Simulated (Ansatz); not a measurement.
Start from SnO2 in the rutile structure (space group P4_2/mnm, No. 136).

```
SnO2
1.0
    4.76919     0.00000     0.00000
    0.00000     4.76919     0.00000
    0.00000     0.00000     3.21201
Sn O
2 4
Cartesian
  0.00000   0.00000   0.00000
  2.38460   2.38460   1.60600
  1.46069   1.46069   0.00000
  3.84529   0.92391   1.60600
  0.92391   3.84529   1.60600
  3.30850   3.30850   0.00000
```

Cartesian axes are those of the cell as printed.

Level of theory: Ansatz (a quantum-chemistry and plane-wave program) PBEsol, without spin-orbit coupling.

Strains are applied to the cell and any free atomic positions relax; under stress the whole cell relaxes.

One change was made to it. Results:

```tsv
quantity	base	after
band gap	0.92 eV	0.85 eV
energy relative to the base (free energy F)	0 meV/atom	+1.1 meV/atom
```

**Question.** Which change produced these results?
A) uniaxial strain ε_zz = −0.67 %
B) isotropic strain +3.67 %
C) uniaxial stress, 3 GPa tension along z

**Answer.** C, uniaxial stress, 3 GPa tension along z. For comparison, the band gap in the other runs: uniaxial strain ε_zz = −0.67 % gives 1.01 eV; isotropic strain +3.67 % gives zero.

Beyond what the load breaks, stability against distortions was not tested. All final runs are without spin polarisation. Gaps under 0.05 eV, about the width of the smearing, are given as zero. A zero or small gap of SnO2 under isotropic strain +3.67 % can be the functional's error rather than a property of the material.
